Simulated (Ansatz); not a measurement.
Ansatz (an electronic-structure program) run on Tc3P (Fm-3m, 4 atoms in the cell): self-consistent single point.

Method: PBE, harder PAW files (source: ansatz) (plane waves; Ansatz).

```
CELL_PARAMETERS angstrom
      0.00000     3.28046     3.28046
      3.28046     0.00000     3.28046
      3.28046     3.28046     0.00000
ATOMIC_POSITIONS crystal
  P  0.00000 0.00000 0.00000
  Tc 0.50000 0.50000 0.50000
  Tc 0.25000 0.25000 0.25000
  Tc 0.75000 0.75000 0.75000
```

Reference input (self-consistent single point, DFT, PBE, plane waves, harder PAW files (source: ansatz)): basis.ecutwfc = 600 eV; kpoints.mp_grid.grid = 5 5 5; hamiltonian.xc = pbe; hamiltonian.pseudopotentials = {kind: paw, source: ansatz}; scf.occupations.method = fermi_dirac; scf.occupations.width = 0.05 eV. This run's input differs from it in these lines:

Ansatz 0.2 input:
```diff
@@ -12,3 +12,3 @@
 basis:
-  ecutwfc: 600.0
+  ecutwfc: 420.0
 kpoints:
```

Output (repeated stretches shortened):

```
SCF iter   1: F=—  HF=-16948.125487 eV  |F-HF|=—  |Δ(HF+E_count)|=         —  Δρ=4.91e-2  dr2=2.86e0  ethr=3.10e-3  ⟨swp⟩=6.0  Hψ=1140  notcnv=0
all-band conjugate gradients solve this SCF's bands
preconditioner: auto → Kerker (q_TF=auto, 2.576 Å⁻¹)
SCF iter   2: F=—  HF=-16947.632690 eV  |F-HF|=—  |Δ(HF+E_count)|=   4.93e-1  Δρ=2.75e-2  dr2=8.91e-1  ethr=3.10e-3  ⟨swp⟩=1.8  Hψ=392  notcnv=0
   [... lines left out ...]
SCF iter   5: F=—  HF=-16947.406137 eV  |F-HF|=—  |Δ(HF+E_count)|=   1.53e-4  Δρ=3.08e-4  dr2=6.26e-5  ethr=1.72e-6  ⟨swp⟩=2.0  Hψ=404  notcnv=0
SCF iter   6: F=—  HF=-16947.406163 eV  |F-HF|=—  |Δ(HF+E_count)|=   2.62e-5  Δρ=4.84e-5  dr2=1.51e-6  ethr=1.25e-7  ⟨swp⟩=2.0  Hψ=398  notcnv=0
SCF iter   7: F=—  HF=-16947.406163 eV  |F-HF|=—  |Δ(HF+E_count)|=   7.10e-8  Δρ=1.24e-5  dr2=1.21e-7  ethr=2.00e-10  ⟨swp⟩=6.4  Hψ=1261  notcnv=0
SCF iter   8: F=-16947.406163 eV  HF=-16947.406163 eV  |F-HF|=1.38e-9  |Δ(HF+E_count)|=   2.78e-8  Δρ=1.94e-6  dr2=2.79e-9  ethr=2.00e-10  ⟨swp⟩=4.0  Hψ=902  notcnv=0
SCF 1 converged in 8 iterations: F = -16947.406163 eV  dr2 = 2.79e-9
Free energy (F): -16947.406163 eV
Internal energy: -16947.363028 eV  (E = F + TS)
E sigma→0 (E₀):  -16947.384596 eV
Entropy (-TS):   -0.043135 eV (-10.784 meV/atom)
Fermi energy:    15.314769 eV
--- Forces (eV/Å), atoms counted from 1 ---
  atom   1  P     -0.00000000    -0.00000000     0.00000000
   [... zero for the other atoms too ...]
--- Stress (GPa, compression-positive) ---
      -35.596744       0.000000       0.000000
       -0.000000     -35.596744       0.000000
        0.000000       0.000000     -35.596744
  P = ⅓ Tr σ = -35.5967 GPa (-355.967 kbar)
  The stress holds the Pulay correction. Without it, at fixed plane waves, as pw.x and ABINIT print it: P = -36.9789 GPa
```

The run converged in 8 iterations. Against the reference run the free energy goes up by 11.6 meV/atom and the pressure moves little (-35.58 to -35.60 GPa).

The starting cell was generated: these elements placed on a structure prototype, without a prior relaxation; it need not be a known phase or ordering of this composition. Spin polarisation is off. Ansatz's pressure includes its estimate of the finite-basis (Pulay) stress. Without the estimate this run gives -36.98 GPa. The cutoff lies below the one recommended for these files.
